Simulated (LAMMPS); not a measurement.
An MD run on CoAl (CsCl type), 1024 atoms, at 2280 K and 0 GPa, heated as the crystal.

All values are model results, not measurements: classical MD, pair style meam, file MoCoNiVFeAlCr_2nn.meam; code LAMMPS.

Starting crystal:

AlCo is modelled in the cubic space group Pm-3m (No. 221), the CsCl type structure, Pearson symbol cP2. Cell: a = 2.8600 Å, b = 2.8600 Å, c = 2.8600 Å, α = 90.00°, β = 90.00°, γ = 90.00°. Al on 1b is surrounded by 8 Co at 2.477 Å and 6 Al at 2.860 Å. Co on 1a has 8 Al at 2.477 Å and 6 Co at 2.860 Å. (Neighbours: up to the widest gap in distance over summed covalent radii, below 1.35, at either atom.)

Question: Estimate the state found, the mean frequency of the vibrational (phonon) density of states, the most common Al-Al-Co angle, the density, the first peak of g(r), Al-Co for this model.

Answer: state found: crystal; no diffusion seen in 30 ps; mean frequency of the vibrational (phonon) density of states: 7.2 THz; most common Al-Al-Co angle: at the 3° bin centred on 52.5°, after smoothing over three bins (mean of all 90°); density: 5.391 ± 0.001 g/cm³; first peak of g(r), Al-Co: 2.49 Å, height 4.4.

Caution: a run this short can hold a crystal over, or a liquid under, the potential's own melting point, which these runs don't give.
